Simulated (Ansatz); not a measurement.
## Al on the Ge site (Al_Ge) in chalcopyrite ZnGeP2

The numbers are results of PBE, PAW (plane waves to 420 eV; Ansatz, an electronic-structure program), not measurements. The supercell holds 64 host sites (2×2×1 repeats of a cell of 16 atoms), with a 2×2×2 shifted k-point sampling for the final energies. Site at the start: the Ge site. Charged cells carry a point-charge image correction with potential alignment at far atoms. Dielectric constants: PBE linear response of the host. Host gap at this level: 1.14 eV. These values are not converged in cell size to better than tenths of an eV. The semilocal functional narrows the gap, so deep levels can fall outside it. Spin–orbit coupling is left out. Each state is the lowest found from its start.

Charges with a result: +1, 0, −1. Others weren't obtained, and one of them could lie lower, also by skipping a charge.

| charge | moment (μB) | largest move off a lattice site (Å) | image correction with alignment (eV) |
|---|---|---|---|
| +1* | not spin-polarised | 0.03 | – |
| 0* | quenched | 0.03 | – |
| −1 | not spin-polarised | 0.03 | 0.20 |

* At this level the carrier isn't localised at the defect: at charge +1 holes occupy the valence band; at charge 0 holes occupy the valence band. Such a state is shallow or no state of the defect, and this cell gives it no level.

Starting moments that weren't kept: charge 0 began with 1 μB and ended with 0.0.

Flagged in the runs: a host whose relaxation on this sampling wasn't shown to rest.

All states together cost roughly 80 core-minutes.
